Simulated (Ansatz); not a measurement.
SiC (model structure, started from the CdTe type, P6₄22, No. 181, 6 atoms in the cell), treated with LDA (Ansatz, a quantum-chemistry and plane-wave program, plane waves, PAW).

Run with plane-wave cutoff 520 eV, 18×18×8 k mesh (along the axes of the cell as run), Fermi–Dirac smearing 0.05 eV, scalar-relativistic PAW data made under PBE.

Cell (relaxed at this level):

```yaml
crystal:
  lattice:
    - [3.04672, 0.00000, 0.00000]
    - [-1.52336, 2.63854, 0.00000]
    - [0.00000, 0.00000, 6.98923]
  atoms:
    - { symbol: Si, position: [0.00000, 0.50000, 0.66667] }
    - { symbol: Si, position: [0.50000, 0.50000, 0.00000] }
    - { symbol: Si, position: [0.50000, 0.00000, 0.33333] }
    - { symbol: C, position: [0.00000, 0.50000, 0.16667] }
    - { symbol: C, position: [0.50000, 0.50000, 0.50000] }
    - { symbol: C, position: [0.50000, 0.00000, 0.83333] }
```

### Question
Give the computed band gap, Γ–Γ gap and bulk modulus.

### Answer

band gap: 0.82 eV (on the SCF k mesh)
Γ–Γ gap: 3.49 eV
bulk modulus: 239 GPa

Note: the bulk modulus is −V dP/dV from two relaxed cells at ±2 % in volume; the relaxation could raise the start's symmetry but not lower it, so the cell can be a saddle point.

Computed values are for the static lattice.

Cost on a shared machine: about 6 core-minutes (a rough figure).

A model structure was made by putting elements into a prototype or built by hand; it is no filed structure, need not be a known phase, and can be a saddle point held by its symmetry.
